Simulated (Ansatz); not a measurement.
# ZnSe: energy against volume

ZnSe (zinc blende, F-43m, 23.553 Å³/atom and stress up to 0.01 GPa in the relaxed cell, cube axes along x, y and z) under an equal strain ε along all three axes. PBE in Ansatz, a plane-wave DFT program (PAW, default set), 420 eV, 10×10×10 Γ-centred mesh, Fermi-Dirac smearing 0.05 eV; ions are relaxed, or left where forces stay under 0.02 eV/Å, within the symmetry of each cell.

Here V stands for volume and E for E less E0.

| volume (Å³/atom) | E less E0 (meV/atom) | pressure (GPa) |
|---|---|---|
| 22.1684 | 16.07 | 3.93 |
| 22.5094 | 8.86 | 2.84 |
| 22.8539 | 3.87 | 1.82 |
| 23.2019 | 0.95 | 0.88 |
| 23.5535 | 0.00 | 0.00 |
| 23.9086 | 0.94 | -0.82 |
| 24.2672 | 3.64 | -1.58 |
| 24.6294 | 8.03 | -2.29 |
| 24.9951 | 14.01 | -2.94 |
| 25.7375 | ? | ? |

The 9 complete rows are fitted with the third-order Birch-Murnaghan form, a cubic in V^(-2/3), E against V. With u = V^(-2/3) - 0.1218, the rows have u = 0.0049196, 0.0036365, 0.0023728, 0.0011280, -0.0000984, -0.0013064, -0.0024964, -0.0036689, -0.0048240. Least squares gives E = 0.010 + 115.1·u + 632679·u² + 1502261·u³. Residuals (row less fit): 0.002, -0.007, 0.005, 0.003, -0.005, 0.004, -0.002, 0.000, 0.001; standard error 0.005 (degrees of freedom: 5). Its minimum lies at u = -0.0000910, so V0 = (0.1217090)^(-3/2) = 23.55. There d²E/du² = 1265000 and d³E/du³ = 9014000, so B0 = (4/9) × 23.55^(-7/3) × 1265000 × 0.160218 = 56.6 GPa (the last factor turns the table's units into GPa), and B0' = 4 + (2/3) × 0.1217090 × (9014000)/1265000 = 4.6. B0' rests on the cubic coefficient alone and has a standard error of 0.1 from these residuals.

Task: What does the fit predict for E at V = 25.7375, and how far is the calculated value from it?

Result: u = -0.0070844, so E = 0.010 + 115.1 × (-0.0070844) + 632679 × (-0.0070844)² + 1502261 × (-0.0070844)³ = 30.414 meV/atom. The calculation gives 30.42 meV/atom, 0.006 meV/atom above the prediction (0.0 % of the range of E in the table). The row lies outside the fitted rows, so this is an extrapolation. The scatter of the fitted rows lies at the last printed digit.

Other structures, which can take over under pressure, weren't tried. The same form fitted to the pressure column gives B0' = 4.6; series where the two differ by over 0.4 aren't shown. Rows are the converged runs of the series near zero and its far end, less any whose ions stayed unrelaxed beside relaxed ones; series whose fitted rows scatter by over a few per cent of the range, as at a crossing or softening among them, aren't shown in this form.
